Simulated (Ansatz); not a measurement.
**Formation energy of WSi2 (I4/mmm) from the elements: levels of theory**

Subject: the formation energy of WSi2 (I4/mmm) from the elements. Reaction: 2 Si (diamond) + W (bcc) → WSi2 (I4/mmm). The sign is products less reactants. The value is per atom of the solid.

WSi2 (I4/mmm), 3 atoms in the cell; spin state with PBE: run without spin. Conventional cell: a = 3.229 Å, b = 3.229 Å, c = 7.869 Å, α = 90.00°, β = 90.00°, γ = 90.00°.

Setting: static, neutral cells in Ansatz (PAW) whose structures rest at the PBE level. Ansatz (a first-principles code) runs with its default PAW set. Other levels take these structures, unless marked own geometry. The lattices are those relaxed with PBE, so at other levels the solids can be strained, which adds to the spread. A dispersion term (D3(BJ), or D4 for r2SCAN) was computed beside these levels and is taken off wherever the name lacks it. Spin-orbit coupling is left out.

```tsv
Functional	value (eV/atom)
PBE	-0.34
PBE+D3(BJ)	?
LDA	-0.44
PBEsol	-0.45
RPBE	-0.31
r2SCAN+D4	-0.35
r2SCAN (own geometry)	-0.31
```

Problem. Some entries are withheld; supply them.

Solution. 
- PBE+D3(BJ), value (eV/atom): -0.47

The levels span 0.16 eV/atom, from PBE+D3(BJ) (-0.47) to RPBE (-0.31).

Rough cost of one single point on WSi2 (I4/mmm), against PBEsol's on the same shared machine and with each level's own mesh and cutoff: r2SCAN about 3 times.
